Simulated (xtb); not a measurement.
xtb 6.7.1, GFN1-xTB: ClB1NB(Cl)[NH2+]B(Cl)N1, charge +1, multiplicity 1, 13 atoms. The geometry is a generated start, not checked to be a minimum at this level.

```
Item                      Result
-----------------  -------------
run flags                 --grad
method                  GFN1-xTB
--acc                1 (default)
--etemp (K)        300 (default)
basis functions               62
valence electrons             48
```

```xyz
13

Cl    -2.0326    -2.5734    -0.1962
B     -0.9853    -1.2512    -0.1117
N     -1.4608     0.1060    -0.2618
B     -0.6827     1.2562    -0.1807
Cl    -1.2233     2.8534    -0.3792
N      0.8259     1.0591     0.1401
B      1.3713    -0.3958     0.2097
Cl     3.0423    -0.5814     0.4215
N      0.4338    -1.4192     0.1058
H     -2.4519     0.2088    -0.4485
H      1.3913     1.6064    -0.5183
H      1.0135     1.5080     1.0436
H      0.7586    -2.3767     0.1757
```

Charge 1 and multiplicity 1 are set for this test and not shown to be the ground state.

One run each on 1 thread. Values of broydamp tried: 0.02, 0.05, 0.1, 0.2, 0.4 (default), 0.6, 0.8, 1.

Question: Which value of broydamp needs the fewest SCC iterations, and what happens away from it?

Answer: Fewest SCC iterations, within one of each other: 0.4 (default) with 10, 0.6 with 10, 0.8 with 10. The count rises to 20 at 0.02. All converge to one solution.

```json
[
 {"broydamp": "0.02", "SCC iterations": "20", "end": "same solution"},
 {"broydamp": "0.05", "SCC iterations": "18", "end": "same solution"},
 {"broydamp": "0.1", "SCC iterations": "15", "end": "same solution"},
 {"broydamp": "0.2", "SCC iterations": "14", "end": "same solution"},
 {"broydamp": "0.4 (default)", "SCC iterations": "10", "end": "same solution"},
 {"broydamp": "0.6", "SCC iterations": "10", "end": "same solution"},
 {"broydamp": "0.8", "SCC iterations": "10", "end": "same solution"},
 {"broydamp": "1", "SCC iterations": "12", "end": "same solution"}
]
```
